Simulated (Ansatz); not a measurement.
Results of LDA (plane waves, PAW; Ansatz, a quantum-chemistry and plane-wave program) for AuAg (model structure, P4/mmm, No. 123, 2 atoms in the cell).

Numerical settings: plane-wave cutoff 520 eV, 18×18×14 k mesh (along the axes of the cell as run), Fermi–Dirac smearing 0.05 eV, no spin polarisation, scalar-relativistic PAW data made under PBE.

Cell (relaxed at this level):

```
AgAu
1.0
    2.82365     0.00000     0.00000
    0.00000     2.82365     0.00000
    0.00000     0.00000     4.07436
Ag Au
1 1
Direct
  0.50000   0.50000   0.50000
  0.00000   0.00000   0.00000
```

Q: Estimate the bulk modulus that the calculation returns.

A: 
- bulk modulus = 166 GPa

The run finds no gap.

Note: the bulk modulus is −V dP/dV from two relaxed cells at ±2 % in volume; the relaxation could raise the start's symmetry but not lower it, so the cell can be a saddle point.

Spin–orbit coupling is not included; it can shift volumes and moduli of such heavy elements.

Static lattice: no zero-point or thermal effects.

It cost around 2.6 core-minutes (rough) of CPU time.

A model structure was made by putting elements into a prototype or built by hand; it is no filed structure, need not be a known phase, and can be a saddle point held by its symmetry.
